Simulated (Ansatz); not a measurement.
N on the Si site (N_Si) in metastable 2H silicon carbide: one set of geometries, relaxed with PBE, evaluated in Ansatz (PAW, plane waves to 420 eV, 500 eV under r2SCAN) with PBE, r2SCAN.

Cell and caveats: 96-site cell; 2×2×2 shifted k-points; start: the Si site; charged states image-corrected; not converged in cell size; flagged in the runs: a host whose relaxation on this sampling wasn't shown to rest, a strain field that reaches the edge of the cell.

```tsv
quantity	PBE	r2SCAN
host gap (eV)	2.31	2.68
ε(+1/0) above the VBM (eV)	1.08	1.10
ε(0/−1) above the VBM (eV)	1.52	1.75
neutral formation energy against N2 molecule in a box, silicon (eV)	5.99	6.48
largest moment on one atom at charge 0 (μB)	0.24	0.29
```

PBE narrows the gap by 0.37 eV against r2SCAN, the highest level run, and puts the levels 0.12 eV lower above the valence-band maximum on average.

Ansatz is an electronic-structure program.
